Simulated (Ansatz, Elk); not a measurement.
An Ansatz (a first-principles code) input for a self-consistent single point of YPt2 (Fd-3m, 6 atoms in the cell) (DFT, LDA (PW92), plane waves, default PAW files made with PBE):

Ansatz 0.2 input:
```yaml
# YPt2
crystal:
  lattice:
    - [0.00000000, 3.82539500, 3.82539500]
    - [3.82539500, 0.00000000, 3.82539500]
    - [3.82539500, 3.82539500, 0.00000000]
  atoms:
    - { symbol: Y, position_ang: [3.82539500, 3.82539500, 3.82539500] }
    - { symbol: Y, position_ang: [5.73809250, 5.73809250, 5.73809250] }
    - { symbol: Pt, position_ang: [0.95634875, 2.86904625, 2.86904625] }
    - { symbol: Pt, position_ang: [2.86904625, 2.86904625, 0.95634875] }
    - { symbol: Pt, position_ang: [2.86904625, 0.95634875, 2.86904625] }
    - { symbol: Pt, position_ang: [0.95634875, 0.95634875, 0.95634875] }
basis:
  ecutwfc: 30.9 Ry
kpoints:
  mp_grid: { grid: [6, 6, 6] }
hamiltonian:
  xc: lda
  pseudopotentials: { kind: paw }
scf:
  occupations: { method: gaussian, width: 0.0073 Ry }
output:
  forces: true
  eigenvalues: true
  stress: true
```

Task: Give the Elk input for the same structure, mesh, smearing and functional.

Result: One input that does it (others would too):

```
tasks
  0

xctype
  3

rgkmax
  8.0

gmaxvr
  14.0

nxlo
  2

lorbcnd
  .true.

lmaxi
  3

stype
  0

swidth
  0.00367493

avec
    0.0000000000    7.2289488685    7.2289488685
    7.2289488685    0.0000000000    7.2289488685
    7.2289488685    7.2289488685    0.0000000000

sppath
  'species/'

atoms
  2   : nspecies
  'Y.in'   : spfname
  2   : natoms; atposl, bfcmt below
  0.5000000000  0.5000000000  0.5000000000    0.0 0.0 0.0
  0.7500000000  0.7500000000  0.7500000000    0.0 0.0 0.0
  'Pt.in'   : spfname
  4   : natoms; atposl, bfcmt below
  0.6250000000  0.1250000000  0.1250000000    0.0 0.0 0.0
  0.1250000000  0.1250000000  0.6250000000    0.0 0.0 0.0
  0.1250000000  0.6250000000  0.1250000000    0.0 0.0 0.0
  0.1250000000  0.1250000000  0.1250000000    0.0 0.0 0.0

ngridk
  6 6 6
```

Basis, cutoffs, solver keys and any potentials are the target program's own. This input uses DFT, LDA (PW92), all-electron FP-LAPW, Elk's shipped species files, APW+lo basis with extra local orbitals. LDA parametrisations can differ slightly between programs. The width in Ry is rounded to four decimals.

The starting cell comes from a database of computed structures (which also holds hypothetical and non-ambient phases and stackings), without a prior relaxation at this level.
